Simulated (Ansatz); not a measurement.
The starting structures come from a database of crystals and need not be the phases stable at ambient conditions.

 Where the default PAW files enter, the runs use the earlier of Ansatz's two default sets.

Tunnelling through a barrier is set by its complex band structure: the current falls as exp(−2κd) with the smallest κ.

Given:

```
CELL_PARAMETERS angstrom
      4.37987     0.00000     0.00000
      0.00000     9.62814     0.00000
      0.00000     4.81407     4.81407
ATOMIC_POSITIONS crystal
  Ca 0.00000 0.00000 0.00000
  Ca 0.50000 0.50000 0.00000
  Br 0.50000 0.19772 0.00000
  Br 0.50000 0.80228 0.00000
  Br 0.00000 0.69772 0.60456
  Br 0.00000 0.30228 0.39544
```

Space group of this cell: P4_2/mnm, rutile. The cell is taken as given.

Transport runs along the normal of the first two printed cell vectors, the (110) plane of the conventional cell.

No gap correction and no spin-orbit coupling; mid-gap values are interpolated between computed energies.

Estimate the band gap and the smallest decay constant κ at mid-gap that r2SCAN (Ansatz, a quantum-chemistry and plane-wave program) returns for this system.

Gap 5.00 eV on a 8×6×6 mesh; κ = 0.321 1/Å, at the zone centre.
